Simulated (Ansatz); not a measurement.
Consider ZnSe in the zinc blende structure (space group F-43m, No. 216; a = 5.733 Å).

Levels (all Ansatz, a first-principles code, PAW): PBE (420 eV, spin-orbit coupling left out); r2SCAN (500 eV, spin-orbit coupling left out); HSE06 (420 eV, spin-orbit coupling left out); PBE+SOC (420 eV, with spin-orbit coupling).

Levels that relaxed their own cell: PBE.

```json
[
 {"level": "PBE", "band gap": "1.15 eV", "lattice parameter a": "5.733 Å", "spin-orbit splitting at Γ": "–"},
 {"level": "r2SCAN", "band gap": "1.72 eV", "lattice parameter a": "–", "spin-orbit splitting at Γ": "–"},
 {"level": "HSE06", "band gap": "2.26 eV", "lattice parameter a": "–", "spin-orbit splitting at Γ": "–"},
 {"level": "PBE+SOC", "band gap": "1.03 eV", "lattice parameter a": "–", "spin-orbit splitting at Γ": "0.38 eV"}
]
```

Measured: band gap 2.87 eV (static lattice; corrected from measurement; as listed in Wei Chen et al., Physical Review Materials (2018)); lattice parameter a 5.6676 Å (room temperature; as listed in Martin Albrecht, Beate Paulus, Hermann Stoll, Phys. Rev. B (1997)); spin-orbit splitting at Γ 0.42 eV (temperature not stated; as listed in Juan E. Peralta et al., Physical Review B (2006)).

Computed minus measured — band gap: PBE -1.72 eV, r2SCAN -1.15 eV, HSE06 -0.61 eV, PBE+SOC -1.84 eV (closest: HSE06); lattice parameter a: PBE +1.2 %; spin-orbit splitting at Γ: PBE+SOC -0.04 eV. Measured values not marked as corrected hold thermal and zero-point effects that the static-lattice runs lack. A measured gap can be an optical one, lowered by exciton binding. Levels without spin-orbit coupling miss its lowering of the gap, often about a third of the valence-band splitting.

Single points use the geometry relaxed with PBE. Differences between runs with and without spin-orbit coupling are approximate. Whether these cells are dynamically stable was not tested.
